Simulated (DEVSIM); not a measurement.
Schottky contact on n-type In0.53Ga0.47As

Device: Schottky contact on n-type In0.53Ga0.47As, at 300 K.

| layer (left to right) | material | thickness (μm) | Nd (cm⁻³) | τn (s) | τp (s) |
|---|---|---|---|---|---|
| 1 | In0.53Ga0.47As | 1.70 | 1.2e14 | 5.3e-8 | 5.3e-8 |

Left contact: Schottky, work function 4.89 eV, emission velocity 2.5e6 cm/s. Right contact: ohmic. Voltage is applied to the left contact. Recombination: SRH at mid-gap, radiative. Mobility is μmin + (μ − μmin)/(1 + (N/Nref)^α).

The device is made up for the run: typed textbook-type constants, with dimensions and the other settings drawn at random. Values at 300 K.

| parameter | In0.53Ga0.47As |
|---|---|
| gap (eV) | 0.74 |
| affinity (eV) | 4.51 |
| permittivity | 13.9 |
| Nc (cm⁻³) | 2.1e17 |
| Nv (cm⁻³) | 7.7e18 |
| μn (cm²/Vs) | 12000 |
| μp (cm²/Vs) | 300 |
| μn,min | 300 |
| μp,min | 10 |
| Nref,n | 1.3e17 |
| Nref,p | 4.9e17 |
| αn | 0.48 |
| αp | 0.4 |
| B (cm³/s) | 9.6e-11 |

Simulated with DEVSIM: 1D drift-diffusion, Boltzmann statistics, complete ionisation; no tunnelling, impact ionisation, image-force lowering or self-heating. Metal contacts follow the ideal Schottky-Mott rule: no Fermi-level pinning, no interface dipoles.

```
Property                                           Value
---------------------------------------------  ---------
Potential step across the device at zero bias    0.187 V
Largest field in the device at zero bias       2300 V/cm
Dark forward voltage at 1 A/cm²                  0.093 V
Dark forward voltage at 100 A/cm²                0.275 V
```

Dark reverse current:

| V (V) | J (A/cm²) |
|---|---|
| -0.10 | -0.032 |
| -0.25 | -0.033 |
| -0.50 | -0.034 |
| -0.75 | -0.035 |
| -1.00 | -0.035 |
| -1.50 | -0.036 |
| -2.00 | -0.037 |
| -2.50 | -0.038 |
| -3.25 | -0.039 |
| -4.00 | -0.040 |
| -5.00 | -0.041 |

Small-signal capacitance in reverse bias (quasi-static):

| V (V) | C (nF/cm²) |
|---|---|
| -0.1 | 7.85 |
| -0.25 | 7.39 |
| -0.5 | 7.27 |
| -0.75 | 7.25 |
| -1 | 7.24 |
| -1.5 | 7.24 |
| -2 | 7.24 |
| -2.5 | 7.24 |
| -3.25 | 7.24 |
| -4 | 7.24 |
| -5 | 7.24 |
